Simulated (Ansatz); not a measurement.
How the enthalpy of formation of zinc-blende PbS (model structure) moves with the method

No measured value is used here.

```tsv
level (code)	value (eV/atom)
LDA (Ansatz)	-0.250
PBE (Ansatz)	-0.368
PBEsol (Ansatz)	-0.281
```

Density-functional levels without +SOC have no spin–orbit coupling, which shifts binding energies of heavy elements. Each level is taken at its own relaxed cell. Ansatz's density-functional and Hartree–Fock values are scalar-relativistic unless marked +SOC, with PAW data made under PBE.

A model structure was made by putting elements into a prototype or built by hand; it is no filed structure, need not be a known phase, and can be a saddle point held by its symmetry.

Ansatz is a quantum-chemistry and plane-wave program.
